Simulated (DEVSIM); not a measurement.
System: Schottky contact on p-type Si, at 250 K.

Layer 1 from the left is Si, thickness (μm) 1.80, Na (cm⁻³) 2.2e15, τn (s) 3.3e-5, τp (s) 3.3e-5. Layer 2 from the left is Si, thickness (μm) 3.10, Na (cm⁻³) 1.2e18, τn (s) 3.3e-5, τp (s) 3.3e-5.

Left contact: Schottky, work function 4.604 eV, emission velocity 9.9e6 cm/s. Right contact: ohmic. Voltage is applied to the left contact. Recombination: SRH at mid-gap, Auger. Gap narrowing is on: ΔEg = 6.92 meV × (l + √(l² + 0.5)), l = ln(N/1.3e17 cm⁻³), shared equally by both band edges. Mobility is μmin + (μ − μmin)/(1 + (N/Nref)^α).

This is a model device: material constants are rounded textbook-type values typed into the input, and sizes, dopings and lifetimes were drawn at random. Values at 300 K; Nc and Nv go as T^1.5, mobilities as T to minus their exponent, the gap by Varshni's rule with the affinity fixed.

Si: gap (eV) 1.124, affinity (eV) 4.05, permittivity 11.7, Nc (cm⁻³) 2.86e19, Nv (cm⁻³) 3.1e19, μn (cm²/Vs) 1417, μp (cm²/Vs) 470, μn,min 52, μp,min 45, Nref,n 9.7e16, Nref,p 2.2e17, αn 0.68, αp 0.72, T exponent of μn 2.3, T exponent of μp 2.2, Cn (cm⁶/s) 2.8e-31, Cp (cm⁶/s) 9.9e-32, Varshni α (eV/K) 0.000473, Varshni β (K) 636.

Model (solved in DEVSIM): 1D drift-diffusion, Boltzmann statistics, complete ionisation; no tunnelling, impact ionisation, image-force lowering or self-heating. Metal contacts follow the ideal Schottky-Mott rule: no Fermi-level pinning, no interface dipoles.

Dark forward current:

```csv
|V| (V),|J| (A/cm²)
0.05,0.0003127
0.10,0.003326
0.15,0.03196
0.20,0.2946
0.25,2.441
0.30,14.17
0.35,45.06
0.40,91.59
0.45,146.9
0.50,207.3
0.55,270.9
0.60,336.7
0.65,404.0
0.70,472.6
0.75,542.1
0.80,612.5
0.85,683.6
0.90,755.4
0.95,827.8
1.00,900.7
1.05,974.1
1.10,1048
1.15,1122
1.20,1197
1.25,1273
1.30,1349
```

### Question
Work out the local ideality factor n = ΔV / (kT/q · ln(J2/J1)) between the rows 0.10 and 0.15 V, 1.25 and 1.30 V.

### Answer
kT/q = 21.54 mV. From 0.10 to 0.15 V: ln(0.03196/0.003326) = 2.263, n = 1.03, near the 1 of diffusion or emission over a barrier. From 1.25 to 1.30 V: ln(1349/1273) = 0.058, n = 40.03.

### Question
Estimate the current at 0.15 V for emission alone, J0 = q v N_band exp(−φB/kT), and read the barrier back from the simulated current.

### Answer
φB = 0.582 eV, N_band = 2.36e19 cm⁻³, J0 = 6.86e-5 A/cm²; J = J0 (exp(qV/kT) − 1) = 0.0725 A/cm². The simulation gives 0.0320 A/cm²; the estimate lies 130 % above. Read backwards, the simulated current gives an apparent barrier of 0.600 eV. The estimate leaves out transport through the depletion region and minority injection.
